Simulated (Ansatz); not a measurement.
Take BeS in the zinc blende structure (space group F-43m, No. 216; a = 4.838 Å) as the base.

The values are results of PBEsol (Ansatz, an electronic-structure program), spin-orbit coupling left out, not measurements.

Strains are applied to the cell and any free atomic positions relax.

One change was made to it. Results:

| quantity | base | after |
|---|---|---|
| band gap | 2.91 eV | 2.94 eV |
| electron mass | 0.80 mₑ along k, 0.28 mₑ across (at X) | 0.74 mₑ along k, 0.27 mₑ across (at X) |
| energy relative to the base (free energy F) | 0 meV/atom | +1.0 meV/atom |
| pressure | -0.1 kbar | -14.2 kbar |

Task: Name the change that was made.
A. isotropic strain −1.00 %
B. isotropic strain +2.00 %
C. isotropic strain +1.50 %
D. isotropic strain −3.00 %
E. isotropic strain +0.50 %

Result: E, isotropic strain +0.50 %. For comparison, the band gap in the other runs: isotropic strain −3.00 % gives 2.68 eV; isotropic strain −1.00 % gives 2.84 eV; isotropic strain +1.50 % gives 3.01 eV; isotropic strain +2.00 % gives 3.04 eV.

Masses are band curvatures over ±0.01 Å⁻¹ around the edge. Along k means along the line from Γ to the band edge. No phonon test of stability was made.
